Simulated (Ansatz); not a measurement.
Input and output of a self-consistent single point for SrIn2Pt (Cmcm, 8 atoms in the cell) (Ansatz, a quantum-chemistry and plane-wave program)

Method: LDA (PW92), harder PAW files (source: ansatz) made with PBE (plane waves; Ansatz).

Input:

Ansatz 0.2 input:
```yaml
# SrIn2Pt
crystal:
  lattice:
    - [2.253535, -5.490070, 0.000000]
    - [2.253535, 5.490070, 0.000000]
    - [0.000000, 0.000000, 7.965160]
  atoms:
    - { symbol: Sr, position: [0.938380, 0.061620, 0.750000] }
    - { symbol: Sr, position: [0.061620, 0.938380, 0.250000] }
    - { symbol: In, position: [0.652720, 0.347280, 0.945840] }
    - { symbol: In, position: [0.347280, 0.652720, 0.054160] }
    - { symbol: In, position: [0.347280, 0.652720, 0.445840] }
    - { symbol: In, position: [0.652720, 0.347280, 0.554160] }
    - { symbol: Pt, position: [0.219680, 0.780320, 0.750000] }
    - { symbol: Pt, position: [0.780320, 0.219680, 0.250000] }
basis:
  ecutwfc: 710.0
kpoints:
  mp_grid: { grid: [6, 6, 3], shift: [0.5, 0.5, 0.5] }
hamiltonian:
  xc: lda
  pseudopotentials: { kind: paw, source: ansatz }
scf:
  occupations: { method: cold, width: 0.1 }
output:
  forces: true
  eigenvalues: true
  stress: true
```

The program printed (abridged):

```
WARN ansatz: RAYON_NUM_THREADS=1 ignored (pool sized by the plan → 1); use --threads N
Pseudopotentials: kind: paw
Pseudopotential: Sr, paw, valence charge 10
Pseudopotential: In, paw, valence charge 21
Pseudopotential: Pt, paw, valence charge 18
Crystal: 8 atoms, lattice volume = 197.091 Å³
Basis set: ecut = 710 eV, 8449 PW (Γ)
Bands: 84, of which v1, the nominal top of the filled ones, is band 70 counted from 1 (69 counted from 0)
Symmetry: 8 space group operations
Space group: Cmcm (ITA 63), of the structure as read, at distance tolerance 5.8e-5 Å
k-points: 24 of 108
PAW frozen core: Sr, regenerated for the run's functional, and the local potential with it
PAW frozen core: In, regenerated for the run's functional, and the local potential with it
PAW frozen core: Pt, regenerated for the run's functional, and the local potential with it
Initial density: superposition of atomic densities (chi_scale 0.1, normalization cell, long waves kept (reshape's long-wave potential 0.00 eV rms))
Initial wavefunctions: pseudopotential atomic-orbital guess
Eigensolver: davidson
Functional: x = slater, c = lda
SCF iter   1: F=—  HF=-66759.596521 eV  |F-HF|=—  |Δ(HF+E_count)|=         —  Δρ=1.66e-1  dr2=1.18e2  ethr=3.10e-3  ⟨swp⟩=7.2  Hψ=8051  notcnv=0  defer=2
all-band conjugate gradients solve this SCF's bands
preconditioner: auto → Kerker (q_TF=auto, 2.577 Å⁻¹)
SCF iter   2: F=—  HF=-66748.685549 eV  |F-HF|=—  |Δ(HF+E_count)|=    1.09e1  S|Δr|=    0.00e0  Δρ=7.16e-2  dr2=2.09e1  ethr=3.10e-3  ⟨swp⟩=3.0  Hψ=3876  notcnv=0  defer=180
SCF iter   3: F=—  HF=-66745.870167 eV  |F-HF|=—  |Δ(HF+E_count)|=    2.82e0  S|Δr|=    0.00e0  Δρ=1.61e-2  dr2=1.27e0  ethr=3.10e-3  ⟨swp⟩=3.0  Hψ=2816  notcnv=0  defer=181
SCF iter   4: F=—  HF=-66745.637466 eV  |F-HF|=—  |Δ(HF+E_count)|=   2.33e-1  S|Δr|=    0.00e0  Δρ=3.32e-3  dr2=8.77e-2  ethr=9.07e-4  ⟨swp⟩=2.5  Hψ=2393  notcnv=0  defer=176
SCF iter   5: F=—  HF=-66745.620413 eV  |F-HF|=—  |Δ(HF+E_count)|=   1.71e-2  S|Δr|=    0.00e0  Δρ=1.35e-3  dr2=1.57e-2  ethr=6.27e-5  ⟨swp⟩=1.5  Hψ=2250  notcnv=0  defer=176
SCF iter   6: F=—  HF=-66745.616191 eV  |F-HF|=—  |Δ(HF+E_count)|=   4.22e-3  S|Δr|=    0.00e0  Δρ=3.43e-4  dr2=4.66e-4  ethr=1.12e-5  ⟨swp⟩=2.0  Hψ=2299  notcnv=0  defer=176
SCF iter   7: F=—  HF=-66745.616135 eV  |F-HF|=—  |Δ(HF+E_count)|=   5.55e-5  S|Δr|=    0.00e0  Δρ=1.19e-4  dr2=6.36e-5  ethr=3.33e-7  ⟨swp⟩=2.0  Hψ=2606  notcnv=0  defer=176
SCF iter   8: F=—  HF=-66745.616435 eV  |F-HF|=—  |Δ(HF+E_count)|=   2.99e-4  S|Δr|=    0.00e0  Δρ=3.93e-5  dr2=7.57e-6  ethr=4.54e-8  ⟨swp⟩=2.0  Hψ=2178  notcnv=0  defer=176
SCF iter   9: F=—  HF=-66745.616434 eV  |F-HF|=—  |Δ(HF+E_count)|=   8.21e-7  S|Δr|=    0.00e0  Δρ=1.48e-5  dr2=7.75e-7  ethr=5.41e-9  ⟨swp⟩=2.0  Hψ=2190  notcnv=0  defer=176
SCF iter  10: F=-66745.616434 eV  HF=-66745.616434 eV  |F-HF|=1.87e-8  |Δ(HF+E_count)|=   1.23e-7  S|Δr|=    0.00e0  Δρ=6.83e-6  dr2=3.92e-8  ethr=7.14e-11  ⟨swp⟩=12.9  Hψ=10258  notcnv=0
SCF 1 converged in 10 iterations: F = -66745.616434 eV  dr2 = 3.92e-8
SCF converged after 10 iterations
Stability not checked (fill_not_monotonic)
Free energy (F): -66745.616434 eV
Harris-Foulkes:  -66745.616434 eV  (|F-HF|=1.87e-8)
Internal energy: -66745.605941 eV  (E = F + TS)
E sigma→0 (E₀):  -66745.612936 eV
Entropy (-TS):   -0.010493 eV (-1.312 meV/atom)
Fermi energy:    12.708463 eV
Step filling:    the computed levels leave a gap of 0.0259 eV = 0.3 smearing widths
--- Per-component energies (eV) ---
  E_band       = -2968.644666
  E_kinetic    = 5671.323992
  E_local      = -31328.973316  (includes V_loc(G=0)·N_el)
  E_nonlocal   = 7719.222991
  E_hartree    = 10711.378206
  E_xc         = -2067.920319
  E_vxc        = -2281.046873  (∫ρ·V_xc dr)
  E_paw        = -40247.660953  (= ΣΔE_a)
  E_vpaw       = -4171.957408  (= ΣTr[D̂ρ^β])
  E_aug_tail   = 0.001378  (compensation charges beyond the density's cutoff)
  E_ewald      = -17207.722313
  E_core_change = 4.744394  (= ΣΔE_core)
  E_smearing   = -0.010493  (= −TS)
  E_closure    = -0.000000  (closes the sum)
  Σ components = -66745.616434   (vs F -66745.616434, Δ=0.00e0)
--- Forces (eV/Å), atoms counted from 1 ---
  atom   1  Sr     0.00000000     0.02512039     0.00000000
  atom   2  Sr     0.00000000    -0.02512039     0.00000000
  atom   3  In     0.00000000    -0.10368479    -0.01264517
  atom   4  In     0.00000000     0.10368479     0.01264517
  atom   5  In    -0.00000000     0.10368479    -0.01264517
  atom   6  In     0.00000000    -0.10368479     0.01264517
  atom   7  Pt     0.00000000    -0.05327118     0.00000000
  atom   8  Pt     0.00000000     0.05327118     0.00000000
  max |Σ_I F_I| component: 1.73e-18 eV/Å
--- Stress (GPa, compression-positive) ---
       -4.628296       0.000000       0.000000
        0.000000      -4.197426       0.000000
        0.000000       0.000000      -4.327195
  P = ⅓ Tr σ = -4.3843 GPa (-43.843 kbar)
  The stress holds the Pulay correction. Without it, at fixed plane waves, as pw.x and ABINIT print it: P = -4.4063 GPa
--- Band table (eV; the first three rows and the last of 24) ---
  k-point 0: bands = ["-102.2281", "-102.2279", "-102.2278", "-102.2276", "-85.5564", "-85.5564", "-60.8253", "-60.8249", "-60.8223", "-60.8219", "-60.7856", "-60.7852", "-60.7831", "-60.7827", "-60.7808", "-60.7805", "-60.7756", "-60.7753", [...]
  k-point 1: bands = ["-102.2280", "-102.2280", "-102.2276", "-102.2276", "-85.5564", "-85.5564", "-60.8251", "-60.8251", "-60.8221", "-60.8221", "-60.7854", "-60.7854", "-60.7829", "-60.7829", "-60.7807", "-60.7807", "-60.7754", "-60.7754", [...]
  k-point 2: bands = ["-102.2280", "-102.2279", "-102.2278", "-102.2276", "-85.5564", "-85.5564", "-60.8249", "-60.8245", "-60.8228", "-60.8223", "-60.7851", "-60.7847", "-60.7837", "-60.7833", "-60.7806", "-60.7805", "-60.7755", "-60.7753", [...]
  k-point 23: bands = ["-102.2280", "-102.2280", "-102.2277", "-102.2277", "-85.5564", "-85.5564", "-60.8244", "-60.8244", "-60.8228", "-60.8228", "-60.7857", "-60.7857", "-60.7826", "-60.7826", "-60.7807", "-60.7807", "-60.7754", "-60.7754", [...]
```

The run converged in 10 iterations.

The starting cell comes from a database of computed structures (which also holds hypothetical and non-ambient phases and stackings), without a prior relaxation at this level. Spin-orbit coupling is off. Spin polarisation is off. With a pressure of about -4 GPa the cell is away from its equilibrium volume at this level. Ansatz's pressure includes its estimate of the finite-basis (Pulay) stress.
